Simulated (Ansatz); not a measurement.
Start from Mg in the hcp (Mg type) structure (space group P6_3/mmc, No. 194; relaxed with 0.1 eV smearing).

```xyz
2
Lattice="3.1952 0.0000 0.0000 -1.5976 2.7671 0.0000 0.0000 0.0000 5.1966" Properties=species:S:1:pos:R:3 pbc="T T T"
Mg     1.5976     0.9224     3.8974
Mg     0.0000     1.8448     1.2991
```

Cartesian axes are those of the cell as printed.

Computed with Ansatz (a program for electronic structure) PBE, without spin-orbit coupling.

The change: an isotropic linear strain of −1.00 %, atoms relaxed at fixed cell.

Problem. Predict the stress tensor and what it implies for the stiffness.

Solution. Stress of the strained cell less that of the base (GPa, compression positive):
```
    1.2     0.0     0.0
    0.0     1.2     0.0
    0.0     0.0     1.1
```

Then B = −ΔP/(ΔV/V₀) with ΔV/V₀ = -0.0297 gives secant stiffness values (nonlinear terms included at this strain): B (at held cell shape, above the free-shape value) ≈ 39 GPa.

Whether these cells are dynamically stable was not tested.
